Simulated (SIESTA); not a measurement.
Checking a run of SIESTA on Y2Ga3Ni (P3m1, 6 atoms in the cell). The aim is a self-consistent single point with DFT, GGA PBEsol, numerical atomic orbitals TZP, PseudoDojo PBEsol standard norm-conserving potentials (rewritten from UPF to PSML).

Cell that was meant: a = 4.3329 Å, b = 4.3329 Å, c = 7.6427 Å, α = 90.00°, β = 90.00°, γ = 120.00°.

Part of the input:

```
PAO.BasisSize                TZP
PAO.EnergyShift              0.01 Ry
MeshCutoff                   400 Ry
OccupationFunction           FD
ElectronicTemperature        100.0 meV

MaxSCFIterations             150
```

The program printed (abridged):

```
reinit: Reading from file input.fdf

reinit: System Name: Y2Ga3Ni
reinit: System Label: y2ga3ni

   [... lines left out ...]
Gamma-point calculation with interaction between periodic images
Gamma-point calculation with interaction between periodic images
Some features might not work optimally:
Some features might not work optimally:
e.g. DM initialization from atomic data
e.g. DM initialization from atomic data
new_DM -- step:     1
Initializing Density Matrix...

Attempting to read DM from file... Failed...
DM filled with atomic data:

InitMesh: MESH = 48 x 48 x 96 = 221184
InitMesh: Mesh cutoff (required, used) =   400.000   436.065 Ry

stepf: Fermi-Dirac step function
        iscf     Eharris(eV)        E_KS(eV)     FreeEng(eV)     dDmax    Ef(eV) dHmax(eV)
   scf:    1   -12658.208708   -12897.739116   -12897.983177  1.990750 -2.995569 72.881641
   scf:    2   -12352.081256   -12837.963053   -12838.261693  1.358690 -4.068680 81.483026
   scf:    3   -12931.642012   -12974.667743   -12974.924355  1.206166 -3.635891 24.760998
   scf:    4   -12983.005750   -12988.582656   -12988.992911  0.418736 -3.460798 27.385401
   scf:    5   -13005.413301   -13001.106434   -13001.466302  0.457507 -3.399454  5.658212
   [... 9 lines left out ...]
   scf:   15   -13002.041430   -13002.041486   -13002.446944  0.000333 -3.436822  0.002955
   scf:   16   -13002.041452   -13002.041469   -13002.446944  0.000154 -3.436815  0.001700
   scf:   17   -13002.041459   -13002.041464   -13002.446944  0.000083 -3.436826  0.001265
   scf:   18   -13002.041449   -13002.041457   -13002.446944  0.000049 -3.436823  0.000740
SCF Convergence by DM+H criterion
max |DM_out - DM_in|         :     0.0000486238
max |H_out - H_in|      (eV) :     0.0007399843
SCF cycle converged after 18 iterations

Using DM_out to compute the final energy and forces

siesta: E_KS(eV) =           -13002.0415

siesta: E_KS - E_eggbox =    -13002.0415

siesta: Atomic forces (eV/Ang):
     1   -0.000041    0.000024   -0.694793
     2    0.000298   -0.000173    1.545127
     3    0.000010   -0.000007   -0.458256
     4   -0.000077    0.000044   -2.774108
     5   -0.000014    0.000010    2.795093
     6   -0.000153    0.000089   -0.421851
   Tot    0.000023   -0.000014   -0.008788
   Max    2.795093
   Res    1.021065    sqrt( Sum f_i^2 / 3N )
   Max    2.795093    constrained

   [... lines left out ...]
siesta: FreeEng =    -13002.446944
   [... lines left out ...]
siesta:     0.000116   -0.062834   -0.000002
siesta:     0.000003   -0.000002    0.146993

siesta: Cell volume =        124.258939 Ang**3

siesta: Pressure (static):
siesta:                Solid            Molecule  Units
siesta:          -0.00007693         -0.00000063  Ry/Bohr**3
siesta:          -0.00706346         -0.00005764  eV/Ang**3
siesta:         -11.31690464         -0.09235198  kBar
```

Problem. Can these results be used? Check the input.

Solution. The run is not sound. The fault is a single k-point for a small cell. The zone centre alone samples the bands of a small cell poorly; it suits large supercells. To fix it, use a k-point mesh or a larger supercell. The run converged in 18 iterations without an error; against the sound input the free energy rises by 1.83 eV/atom, the pressure goes from -7.78 to -1.13 GPa and the largest force goes from 0.204 to 2.795 eV/Å.

An input that runs soundly differs in these lines (not the only fix; some lines may just follow from the change or write a value another way):
```diff
+%block kgrid.MonkhorstPack
+    8   0   0  0.0
+    0   8   0  0.0
+    0   0   4  0.0
+%endblock kgrid.MonkhorstPack
```

With that input, the run converged in 17 iterations: free energy E − TS -13013.4282 eV; Fermi level (on the code's own zero) -4.66 eV; pressure -7.78 GPa; largest force (vector length) 0.204 eV/Å (DFT, GGA PBEsol, numerical atomic orbitals TZP, PseudoDojo PBEsol standard norm-conserving potentials (rewritten from UPF to PSML)).

On the sound input: the starting cell comes from a database of computed structures (which also holds hypothetical and non-ambient phases and stackings), without a prior relaxation at this level. Its lattice was rescaled by a random factor within 2.5 % of one. Spin polarisation is off. Values carry the incompleteness of an atom-centred basis. With a pressure of about -8 GPa the cell is away from its equilibrium volume at this level.
